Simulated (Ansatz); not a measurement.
Levels about the gap of amorphous Si₃₄N₃₆ (70 atoms in a cell of 844 Å³, 2.87 g/cm³; zone centre alone, so wide bands show as single levels with stretches between that a denser mesh fills), at the geometry that PBE relaxed, where it gives -0.1 GPa on a denser mesh. The participation number counts the atoms over which a state spreads; weights are charges in smoothed Voronoi cells. The levels come from a single point, so bond lengths are those of that geometry. Method of the levels: PBE, scalar-relativistic without spin-orbit coupling (Ansatz, an electronic-structure program). Sampling: the zone centre alone; Fermi-Dirac width 0.02 eV; no spin polarisation. The usual formal charges leave 28 electrons over, so the level spacing at the Fermi energy parts defect or band states and needn't be the band gap. At PBE the levels at the filled edge of the gap are localised (band-tail or defect states), and the nearest spread-out levels lie 2.3 eV apart at the zone centre.

It comes from a melt-quench run on a machine-learned potential (CHGNet), relaxed afterwards by DFT. N atoms were pushed apart under 1.9 Å during the dynamics, to hinder bonds among them. It is the lowest in DFT energy of 2 quenches. It is a model cell: composition and starting density were chosen by hand, and all elements were melted together. No dispersion term was used. Its density started from a set value of 3.00 and ended at 2.87 g/cm³. The quench (nominally 300 K/ps over its main leg) was far faster than any real one, so the model tends to hold more defects than a real film. A cell of this size samples the disorder only roughly. The volume was free in the relaxation, at fixed shape. Stress components on the final sampling reach 2.8 GPa. On a 2×2×2 Γ-centred mesh force components of up to 0.24 eV/Å stay, since the relaxation ran on the zone centre alone.

| E - E(highest filled), eV | filling | participation number | largest on | weight N | weight Si |
|---|---|---|---|---|---|
| -1.62 | filled | 36.5 | N, 3 neighbours | 0.66 | 0.34 |
| -1.49 | filled | 7.2 | N, 2 neighbours | 0.78 | 0.22 |
| -1.40 | filled | 28.3 | N, 2 neighbours | 0.56 | 0.44 |
| -1.13 | filled | 16.0 | N, 2 neighbours | 0.57 | 0.43 |
| -1.00 | filled | 17.8 | N, 3 neighbours | 0.50 | 0.50 |
| -0.12 | filled | 6.4 | Si, 3 neighbours | 0.33 | 0.67 |
| 0.00 | filled | 9.1 | Si, 3 neighbours | 0.34 | 0.66 |
| 1.25 | empty | 16.2 | Si, 4 neighbours | 0.35 | 0.65 |
| 1.46 | empty | 40.0 | Si, 4 neighbours | 0.37 | 0.63 |
| 1.60 | empty | 24.3 | Si, 4 neighbours | 0.35 | 0.65 |
| 1.86 | empty | 30.5 | Si, 5 neighbours | 0.35 | 0.65 |
| 1.93 | empty | 30.9 | Si, 3 neighbours | 0.40 | 0.60 |
| 2.02 | empty | 31.1 | Si, 3 neighbours | 0.36 | 0.64 |
| 2.11 | empty | 42.2 | Si, 4 neighbours | 0.38 | 0.62 |

Most localised among these is the filled level at -0.12 eV, on a Si atom, which has 3 neighbours (N 1.79 Å, N 1.83 Å, Si 2.44 Å).
